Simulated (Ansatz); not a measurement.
Levels about the gap of amorphous In₉Ga₉Zn₉O₃₈Hf (66 atoms in a cell of 842 Å³, 5.99 g/cm³; zone centre alone, so wide bands show as single levels with stretches between that a denser mesh fills), at the geometry that PBE relaxed, where it gives 0.2 GPa on a denser mesh. The participation number counts the atoms over which a state spreads; weights are charges in smoothed Voronoi cells. The levels come from a single point, so bond lengths are those of that geometry. Method of the levels: PBE, scalar-relativistic without spin-orbit coupling (Ansatz, a first-principles code). Sampling: the zone centre alone; Fermi-Dirac width 0.02 eV; no spin polarisation. At PBE the levels at the filled edge of the gap are localised (band-tail or defect states).

Preparation: random packing, a CHGNet melt and quench, and a DFT relaxation. O atoms were pushed apart under 1.9 Å during the dynamics, to hinder bonds among them. The hot cell started wider than the set density and was brought back towards it in steps. It is the lowest in DFT energy of 2 quenches. It is a model cell: composition and starting density were chosen by hand, and all elements were melted together. No dispersion term was used. Its density started from a set value of 6.05 and ended at 5.99 g/cm³. Cooling (nominally 320 K/ps over its main leg) ran many orders faster than in experiment, which tends to leave more defects and strain. One small periodic cell is one sample of the glass; other quenches scatter about these values. Volume and shape were free in the relaxation.

```tsv
E - E(highest filled), eV	filling	participation number	largest on	weight O	weight In	weight Zn	weight Ga
-0.29	filled	17.1	O, 4 neighbours	0.89	0.02	0.06	0.03
-0.25	filled	18.5	O, 3 neighbours	0.87	0.02	0.10	0.02
-0.24	filled	16.6	O, 3 neighbours	0.83	0.03	0.13	0.01
-0.15	filled	11.4	O, 3 neighbours	0.88	0.02	0.08	0.01
-0.14	filled	18.7	O, 3 neighbours	0.85	0.02	0.12	0.02
-0.05	filled	16.7	O, 4 neighbours	0.85	0.02	0.12	0.01
0.00	filled	11.8	O, 4 neighbours	0.85	0.01	0.13	0.01
0.94	empty	58.8	In, 5 neighbours	0.50	0.22	0.15	0.12
3.43	empty	17.0	In, 5 neighbours	0.54	0.30	0.06	0.07
3.55	empty	21.1	In, 5 neighbours	0.56	0.31	0.08	0.04
3.74	empty	36.3	In, 5 neighbours	0.56	0.25	0.05	0.10
4.06	empty	22.8	In, 6 neighbours	0.57	0.25	0.07	0.07
4.11	empty	46.6	In, 6 neighbours	0.59	0.20	0.08	0.12
4.27	empty	41.5	Zn, 3 neighbours	0.57	0.16	0.21	0.06
```

Most localised among these is the filled level at -0.15 eV, on a O atom, which has 3 neighbours (Ga 1.94 Å, In 2.10 Å, In 2.10 Å).
